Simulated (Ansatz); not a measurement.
Reference: CdSe (F-43m), r2SCAN with spin-orbit coupling, rigid bands (plane waves, PAW; Ansatz, an electronic-structure program); axes and stresses refer to this cell.

```
CELL_PARAMETERS angstrom
      0.00000     3.06679     3.06679
      3.06679     0.00000     3.06679
      3.06679     3.06679     0.00000
ATOMIC_POSITIONS crystal
  Cd 0.00000 0.00000 0.00000
  Se 0.75000 0.75000 0.75000
```

- Seebeck coefficient, n-type 1e19 cm⁻³: -66 μV/K
- Seebeck coefficient, p-type 1e19 cm⁻³: 315 μV/K
- hole conductivity mass: 0.79 mₑ

Q: After one change the values are Seebeck coefficient, n-type 1e19 cm⁻³ -67 μV/K; Seebeck coefficient, p-type 1e19 cm⁻³ 266 μV/K; hole conductivity mass 0.63 mₑ. What was changed between the two runs?
(A) biaxial stress xx = yy = 1 GPa (compression positive)
(B) hydrostatic pressure 2 GPa
(C) hydrostatic pressure 10 GPa

A: A, biaxial stress xx = yy = 1 GPa (compression positive)

Masses are for dilute carriers at 300 K, harmonic means over directions unless an axis is named. Seebeck coefficients are for the stated density at 300 K, with one relaxation time for all states and whether or not that doping can be reached. Stresses and pressures are the targets of the relaxation.  The structure type is held under load, also where the real crystal would transform.
